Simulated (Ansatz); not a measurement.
## A computed series for GaN: thickness series

Start from GaN in the zinc blende structure (space group F-43m, No. 216).

```
GaN
1.0
    0.00000     2.24904     2.24904
    2.24904     0.00000     2.24904
    2.24904     2.24904     0.00000
N Ga
1 1
Direct
  0.75000   0.75000   0.75000
  0.00000   0.00000   0.00000
```

Cartesian axes are those of the cell as printed.

Free-standing slabs (2 atom(s) a layer) normal to [110] with 15 Å of vacuum; in-plane cell held at bulk.

Method: PBEsol (Ansatz, a first-principles code, PAW, no SOC).

Candidates:
(a) 4 layers
(b) 1 layer
(c) 5 layers
(d) 7 layers
(e) 2 layers

For the base:

```
Quantity              Result
-------------------  -------
Smallest direct gap  1.70 eV
```

Task: Order them by smallest direct gap, highest first.

Result: (e) 2 layers (2.52 eV), (b) 1 layer (1.97 eV), (a) 4 layers (1.79 eV), (c) 5 layers (1.66 eV), (d) 7 layers (1.59 eV)

Semilocal Kohn–Sham gaps tend to fall short of experiment. Whether these cells are dynamically stable was not tested. This is not the structure that GaN has at room temperature and ambient pressure.
